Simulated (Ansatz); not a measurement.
End structure of the (21-31) surface of hcp Mg in its 1x1 cell, outermost plane spacing 0.17 Å in the ideal cut:

```xyz
22
Lattice="6.0874 0.0000 0.0000 -1.8846 7.3466 0.0000 0.0000 0.0000 26.5000" Properties=species:S:1:pos:R:3 pbc="T T T"
Mg     3.6450     3.5611     8.1601
Mg     2.3247     6.3220     8.2930
Mg    -0.7386     6.0321     8.9874
Mg    -0.2431     1.5416     9.2141
Mg     2.7879     1.1845    10.0180
Mg     1.3734     4.0378    10.2407
Mg     4.4590     3.7245    11.1429
Mg     3.1196     6.5633    11.3123
Mg     0.0759     6.2462    12.1265
Mg     0.5937     1.7435    12.3092
Mg     3.6412     1.4214    13.1326
Mg     2.2427     4.2669    13.3674
Mg    -0.7972     3.9449    14.1908
Mg     3.9234     6.7888    14.3735
Mg     0.8798     6.4716    15.1877
Mg     1.4249     1.9639    15.3571
Mg     4.5105     1.6506    16.2593
Mg     3.0960     4.5039    16.4820
Mg     0.0397     4.1468    17.2859
Mg    -1.3494     7.0028    17.5126
Mg     1.6746     6.7130    18.2070
Mg     2.2390     2.1273    18.3399
```

Slab: 22 atoms, 10.4 Å thick at the start (thin: gaps and levels are the slab's own); k 7x5x1, smearing 0.1 eV, dipole-corrected; all atoms relaxed; held to the start's symmetry, so lower structures may exist; no spin, no spin-orbit, no U.

Estimate the surface energy (mean of both faces) that Ansatz (a first-principles code) with PBE returns for this input.

0.73 J/m^2

Give the work function of the top face at the level PBE.

3.53 eV
